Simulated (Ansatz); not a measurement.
Start from SiC in the zinc blende structure (space group F-43m, No. 216; a = 4.357 Å).

Level of theory: PBEsol in Ansatz (plane waves to 420 eV, PAW, spin-orbit coupling left out).

Base values:

- Smallest direct gap = 4.45 eV
- Width of the top valence band = 4.75 eV
- Electron mass = 0.62 mₑ along k, 0.22 mₑ across (at X)

Perturbation: every lattice vector is stretched by 3.00 %; the atoms relax in the strained cell.

**Question.** Predict the new mean gap deformation potential ΔEg/Δln V, smallest direct gap, width of the top valence band and electron mass.

**Answer.** The mean gap deformation potential ΔEg/Δln V is +0.8 eV; the smallest direct gap drops by 0.10 eV (4.45 eV → 4.35 eV); the width of the top valence band falls by 0.34 eV to 4.41 eV; the electron mass becomes 0.70 mₑ along k, 0.23 mₑ across (at X) (base: 0.62 mₑ along k, 0.22 mₑ across (at X)).

Masses are band curvatures over ±0.01 Å⁻¹ around the edge. Along k means along the line from Γ to the band edge. Whether these cells are dynamically stable was not tested.

Ansatz is a first-principles code.
